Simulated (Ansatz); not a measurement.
**MoIr3 (model structure, started from the A15 type, Pm-3n, No. 223, 8 atoms in the cell): equilibrium lattice constant a by level of theory**

No measured value is used here.

```
level (code)     value (Å)
---------------  ---------
LDA (Ansatz)         4.887
PBEsol (Ansatz)      4.913
r²SCAN (Ansatz)      4.933
```

Density-functional levels without +SOC have no spin–orbit coupling. LDA, PBEsol, r²SCAN: the run has no spin polarisation, so it can have missed a magnetic state. Cutoffs differ between the levels. Ansatz's density-functional and Hartree–Fock values are scalar-relativistic unless marked +SOC, with PAW data made under PBE.

A model structure was made by putting elements into a prototype or built by hand; it is no filed structure, need not be a known phase, and can be a saddle point held by its symmetry.

Ansatz is an electronic-structure program.
